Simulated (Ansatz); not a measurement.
The starting structures come from a database of crystals and need not be the phases stable at ambient conditions.

Inside the gap of an insulator the Bloch states are evanescent, with a wavenumber k + iκ along the transport direction.

Here is the system:

```xyz
12
Lattice="5.9372 0.0000 0.0000 0.0000 7.0807 0.0000 0.0000 0.0000 5.9372" Properties=species:S:1:pos:R:3 pbc="T T T"
Ge     5.4290     0.0000     0.5082
Ge     2.4604     1.7702     2.4604
Ge     0.5082     3.5403     5.4290
Ge     3.4768     5.3105     3.4768
Ge     3.7280     5.3428     1.0060
Ge     1.9626     0.0323     0.7594
Ge     2.2092     1.8025     4.9312
Ge     3.9746     3.5726     5.1778
Ge     5.1778     7.0484     3.9746
Ge     1.0060     5.2782     3.7280
Ge     0.7594     3.5080     1.9626
Ge     4.9312     1.7379     2.2092
```

The cell is taken as given.

Transport runs along the normal of the first two printed cell vectors, the (100) plane of the conventional cell.

The gap is the functional's own, uncorrected, and κ follows it; spin-orbit coupling is left out. Mid-gap means the computed energy nearest the middle.

Compute, with r2SCAN in Ansatz (a quantum-chemistry and plane-wave program), the band gap and the smallest decay constant κ at mid-gap.

Gap 0.75 eV on a 6×4×6 mesh; κ = 0.067 1/Å, at (0.333, 0.000) of the in-plane reciprocal vectors. At the zone centre the slowest state has κ = 0.10 1/Å.
